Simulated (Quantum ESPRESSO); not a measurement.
Density of states of Mg3SnO4 (Pm-3m, 8 atoms in the cell).

```
Mg3SnO4
1.0
    4.55431     0.00000     0.00000
    0.00000     4.55431     0.00000
    0.00000     0.00000     4.55431
Mg Sn O
3 1 4
Direct
  0.00000   0.50000   0.50000
  0.50000   0.00000   0.50000
  0.50000   0.50000   0.00000
  0.00000   0.00000   0.00000
  0.50000   0.00000   0.00000
  0.00000   0.50000   0.00000
  0.00000   0.00000   0.50000
  0.50000   0.50000   0.50000
```

Level of theory: PBEsol, GBRV 1.5 ultrasoft (PBESOL) pseudopotentials (plane waves; Quantum ESPRESSO 7.5).

SCF settings: ecutwfc = 40 Ry; ecutrho = 200 Ry; occupations = smearing; smearing = cold; degauss = 0.0036749 Ry; K_POINTS = automatic 5 5 5 1 1 1; conv_thr = 1e-09 Ry; mixing_beta = 0.4. Keys of the DOS step: nscf.calculation = nscf; nscf.verbosity = high; nscf.occupations = tetrahedra_opt; nscf.nbnd = 44; nscf.startingwfc = random; nscf.diago_thr_init = 1e-06; nscf.diagonalization = cg; nscf.K_POINTS = automatic 10 10 10 0 0 0; dos.x.fildos = dos.dat; dos.x.Emin = -15 eV; dos.x.Emax = 30 eV; dos.x.DeltaE = 0.1 eV.

The starting cell comes from a database of computed structures (which also holds hypothetical and non-ambient phases and stackings), without a prior relaxation at this level. Its lattice was rescaled by a random factor within 2.5 % of one. The run gives no clean gap (levels at the Fermi energy touch, overlap or are partly filled at this smearing), which alone does not show that the compound is a metal.

Total DOS (both spins), as means of the tabulated values in each energy bin; the zero is the program's Fermi level or highest filled level, and the curve is cut to this window:

```json
[
 {"E (eV)": "-7.80", "states/eV/cell": "7.67"},
 {"E (eV)": "-7.40", "states/eV/cell": "3.81"},
 {"E (eV)": "-7.00", "states/eV/cell": "3.11"},
 {"E (eV)": "-6.60", "states/eV/cell": "3.22"},
 {"E (eV)": "-6.20", "states/eV/cell": "6.88"},
 {"E (eV)": "-5.80", "states/eV/cell": "10.2"},
 {"E (eV)": "-5.40", "states/eV/cell": "9.55"},
 {"E (eV)": "-5.00", "states/eV/cell": "8.54"},
 {"E (eV)": "-4.60", "states/eV/cell": "0.04"},
 {"E (eV)": "-4.20", "states/eV/cell": "0.08"},
 {"E (eV)": "-3.80", "states/eV/cell": "0.13"},
 {"E (eV)": "-3.40", "states/eV/cell": "0.18"},
 {"E (eV)": "-3.00", "states/eV/cell": "0.24"},
 {"E (eV)": "-2.60", "states/eV/cell": "0.33"},
 {"E (eV)": "-2.20", "states/eV/cell": "0.43"},
 {"E (eV)": "-1.80", "states/eV/cell": "0.62"},
 {"E (eV)": "-1.40", "states/eV/cell": "0.86"},
 {"E (eV)": "-1.00", "states/eV/cell": "0.76"},
 {"E (eV)": "-0.60", "states/eV/cell": "0.66"},
 {"E (eV)": "-0.20", "states/eV/cell": "0.60"},
 {"E (eV)": "0.20", "states/eV/cell": "0.42"},
 {"E (eV)": "0.60", "states/eV/cell": "0.70"},
 {"E (eV)": "1.00", "states/eV/cell": "2.18"},
 {"E (eV)": "1.40", "states/eV/cell": "2.57"},
 {"E (eV)": "1.80", "states/eV/cell": "1.05"},
 {"E (eV)": "2.20", "states/eV/cell": "1.65"},
 {"E (eV)": "2.60", "states/eV/cell": "2.69"}
]
```

Around zero the curve holds about 0.5 states/eV/cell.
